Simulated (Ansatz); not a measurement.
## TiAl under a change: uniaxial strain ε_zz = −0.50 %

Take TiAl (space group P4/mmm, No. 123; a = 2.8127 Å, c = 4.0616 Å; relaxed with 0.1 eV smearing) as the base. Axes: x, y, z lie along a, b, c of the conventional cell.

Now apply this change: uniaxial strain ε_zz = −0.50 %, all other strain components held at zero, atoms relaxed at fixed cell.

The values are results of r2SCAN/PAW in Ansatz (a quantum-chemistry and plane-wave program), no spin-orbit coupling, not measurements. k-mesh 20×20×14 (Γ-centred); smearing 0.1 eV (Fermi–Dirac).

The volume per atom falls by 0.08 Å³ (16.07 Å³ → 15.99 Å³) and the space group stays P4/mmm (No. 123). The shortest interatomic distance is still 281.3 pm and the energy hardly moves. The pressure (mean of the normal stresses, compression positive) goes from zero to 0.6 GPa and the band gap stays zero. The stress (xx, yy, zz, yz, xz, xy; compression positive) is (0.4, 0.4, 0.9, 0.0, 0.0, 0.0) GPa.

Final structure:

```
CELL_PARAMETERS angstrom
      2.81271     0.00000     0.00000
      0.00000     2.81271     0.00000
      0.00000     0.00000     4.04130
ATOMIC_POSITIONS crystal
  Ti 0.00000 0.00000 0.00000
  Al 0.50000 0.50000 0.50000
```

Cost of the whole job for the changed cell (relaxation, final SCF and bands): about 60 core-seconds (a rough figure).

Whether these cells are dynamically stable was not tested. The final runs are not spin-polarised.
